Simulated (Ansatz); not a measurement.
The reference is CsPbCl3 in the cubic perovskite structure (space group Pm-3m, No. 221; a = 5.6188 Å).

The values are results of plane-wave PAW DFT at the PBEsol level (Ansatz, an electronic-structure program, 420 eV), no spin-orbit coupling, not measurements.

Base values:

* **Valley order**: R along ⟨111⟩ 1.83 eV; Γ 3.24 eV

Perturbation: the cell is scaled by 1.0180 in all directions; the atoms relax in the strained cell.

Question: Estimate the effect on the valley order.

Answer: The valley order (the lowest conduction-band minima on the path, energy above the VBM, named in the base's zone) becomes R along ⟨111⟩ 2.05 eV; Γ 3.52 eV (base: R along ⟨111⟩ 1.83 eV; Γ 3.24 eV).

Question: Estimate the effect on the energy relative to the base.

Answer: The energy rises by 7.6 meV/atom.

Spin-orbit coupling, missing from the scalar runs, can matter with Pb. The levels and masses belong to the bands next to the band gap. No phonon test of stability was made. Many cubic perovskites are stable only at high temperature; tilts and polar distortions were not tested. This is not the structure that CsPbCl3 has at room temperature and ambient pressure.
